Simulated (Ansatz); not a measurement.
# Os in the fcc (Cu type) structure (space group Fm-3m, No. 225)

Os has the cubic space group Fm-3m (No. 225), the fcc (Cu type) structure, Pearson symbol cF4. Cell: a = b = c = 3.8205 Å, α = β = γ = 90.00°. Os on 4a sees 12 Os at 2.702 Å (cuboctahedral). (Neighbours: up to the widest gap in distance over summed covalent radii, below 1.35, at either atom.)
(The calculation used a cell of 1 atom; values per cell refer to that cell.)

All numbers come from DFT with PBEsol, PAW potentials and a 420 eV plane-wave cutoff in Ansatz (an electronic-structure program), spin-orbit coupling left out. Γ-centred 21×21×21 mesh, Fermi–Dirac width 0.05 eV.

```yaml
volume_per_atom: 13.94 Å³
density: 22.66 g/cm³
band_gap: zero
total_energy: -11250.916 eV/atom (σ→0; compares only within this code and set-up)
```

Whether these cells are dynamically stable was not tested. The final runs are not spin-polarised. This is not the structure that Os has at room temperature and ambient pressure.
